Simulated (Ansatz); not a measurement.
Response to strain in WSe2

The reference is WSe₂ (space group P6_3/mmc, No. 194; layered, stacked along the Cartesian z axis).

```yaml
crystal:
  lattice:
    - [3.27904, 0.00000, 0.00000]
    - [-1.63952, 2.83973, 0.00000]
    - [0.00000, 0.00000, 12.78623]
  atoms:
    - { symbol: W, position: [0.66667, 0.33333, 0.75000] }
    - { symbol: W, position: [0.33333, 0.66667, 0.25000] }
    - { symbol: Se, position: [0.66667, 0.33333, 0.38172] }
    - { symbol: Se, position: [0.33333, 0.66667, 0.88172] }
    - { symbol: Se, position: [0.33333, 0.66667, 0.61828] }
    - { symbol: Se, position: [0.66667, 0.33333, 0.11828] }
```

Cartesian axes are those of the cell as printed.

Strains are applied to the cell and any free atomic positions relax.

Level of theory: PBE-D3(BJ) (Ansatz, a first-principles code, PAW, no SOC).

Candidates:
(a) uniaxial strain ε_zz = +0.60 %
(b) uniaxial strain ε_zz = +2.40 %
(c) uniaxial strain ε_zz = +1.80 %
(d) uniaxial strain ε_zz = +1.20 %

Base values:

- Band gap: 0.87 eV

Question: Order them by band gap, highest first.

Answer: (b) uniaxial strain ε_zz = +2.40 % (0.99 eV), (c) uniaxial strain ε_zz = +1.80 % (0.96 eV), (d) uniaxial strain ε_zz = +1.20 % (0.93 eV), (a) uniaxial strain ε_zz = +0.60 % (0.90 eV)

Spin-orbit coupling, missing from the scalar runs, can matter with W. No phonon test of stability was made.
